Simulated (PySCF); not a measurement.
PySCF 2.14.0, BP86/def2-svp, df: Nb(O)(F)2(NH2) ([NH2][Nb](=[O])([F])[F]), 7 atoms. The geometry is a generated start, not checked to be a minimum at this level.

```json
{
 "task": "energy",
 "method": "bp86",
 "basis": "def2-svp",
 "two_electron_scheme": "density fitting",
 "mol.max_memory": "3000 MB",
 "mf.max_cycle": "100",
 "mf.init_guess": "minao (default)",
 "mf.DIIS": "CDIIS (default)",
 "mf.conv_tol": "1e-09 (default)",
 "mf.grids.level": "3 (default)",
 "effective_core_potentials": "those of the basis set, past Kr",
 "basis_functions": "97",
 "grid_points": "98568"
}
```

```xyz
7

Nb     0.3846     0.6974    -0.1402
O      1.8819     0.0858    -0.6136
F      0.4665     1.6117     1.4392
F     -0.4829     1.5377    -1.5120
N     -0.5458    -0.9791     0.1984
H     -0.1868    -1.9317     0.0968
H     -1.5175    -1.0218     0.5313
```

Charge 0 and multiplicity 1 are set for this test and not shown to be the ground state.

One run each on 2 threads, 1 BLAS thread. Values of diis_space tried: 3, 5, 8 (default), 12, 20.

Task: Which value of diis_space needs the fewest Fock builds, and what happens away from it?

Result: Fewest Fock builds, within one of each other: 8 (default) with 17, 12 with 17, 20 with 17. The count rises to 21 at 5. The run ends without SCF convergence in 100 cycles at 3.

```csv
diis_space,Fock builds,end
3,101,no convergence
5,21,same solution
8 (default),17,same solution
12,17,same solution
20,17,same solution
```
